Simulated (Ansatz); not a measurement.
The starting structures come from a database of crystals and need not be the phases stable at ambient conditions.

Inside the gap of an insulator the Bloch states are evanescent, with a wavenumber k + iκ along the transport direction.

Given:

```
BaP3
1.0
    7.82633     0.00000     0.00000
    0.00000     8.22923     0.00000
    0.00000     1.70538     6.36326
Ba P
4 12
Direct
  0.11149   0.30298   0.31173
  0.88851   0.69702   0.68827
  0.61149   0.19702   0.68827
  0.38851   0.80298   0.31173
  0.63058   0.44589   0.03833
  0.36942   0.55411   0.96167
  0.13058   0.05411   0.96167
  0.86942   0.94589   0.03833
  0.54303   0.18817   0.18772
  0.45697   0.81183   0.81228
  0.04303   0.31183   0.81228
  0.95697   0.68817   0.18772
  0.77136   0.04254   0.29868
  0.22864   0.95746   0.70132
  0.27136   0.45746   0.70132
  0.72864   0.54254   0.29868
```

Space group of this cell: P2_1/c. The cell is taken as given.

Transport runs along the normal of the first two printed cell vectors.

The gap is the functional's own, uncorrected, and κ follows it; spin-orbit coupling is left out. Mid-gap values are interpolated between the computed energies.

Give the band gap and the smallest decay constant κ at mid-gap that Ansatz (a quantum-chemistry and plane-wave program) with r2SCAN yields.

Gap 1.66 eV on a 4×4×6 mesh; κ = 0.208 1/Å, at (0.250, 0.000) of the in-plane reciprocal vectors. At the zone centre, at the nearest computed energy, the slowest state has κ = 0.27 1/Å.
